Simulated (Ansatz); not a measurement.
Band structure of WS (P6_3mc, 4 atoms in the cell).

```
WS
1.0
    3.02551     0.00000     0.00000
   -1.51276     2.62017     0.00000
    0.00000     0.00000     8.18080
W S
2 2
Direct
  0.33333   0.66667   0.03629
  0.66667   0.33333   0.53629
  0.33333   0.66667   0.34071
  0.66667   0.33333   0.84071
```

Computed with PBEsol, PAW files made with PBE (plane waves; Ansatz, a first-principles code).

Settings: kpoints.mp_grid.grid = 8 8 3; hamiltonian.xc = pbesol; hamiltonian.pseudopotentials = {kind: paw} (the program's default PAW files); scf.occupations.method = fermi_dirac; scf.occupations.width = 0.1 eV; kpoints.band_path.npoints = 8.

The starting cell comes from a database of computed structures (which also holds hypothetical and non-ambient phases and stackings), without a prior relaxation at this level. Spin-orbit coupling is off. Spin polarisation is off.

Levels in eV from the Fermi level, bands 17 to 23:
| point | 17 | 18 | 19 | 20 | 21 | 22 | 23 |
|---|---|---|---|---|---|---|---|
| Γ | -2.53 | -2.53 | -0.11 | -0.11 | 0.61 | 0.61 | 1.99 |
| M | -2.94 | -2.24 | -1.04 | -0.15 | 1.46 | 2.76 | 3.38 |
| K | -1.75 | -1.55 | -1.02 | -1.02 | 0.24 | 1.93 | 1.93 |
| A | -2.70 | -2.70 | 0.16 | 0.16 | 0.16 | 0.16 | 2.95 |
| L | -3.05 | -3.05 | -0.16 | -0.16 | 2.71 | 2.71 | 2.83 |
| H | -1.63 | -1.63 | -1.36 | -1.36 | 1.40 | 1.40 | 2.37 |

Bands cross the Fermi level along this path, so the cell is metallic at this level.

Keys are those of Ansatz 0.2.
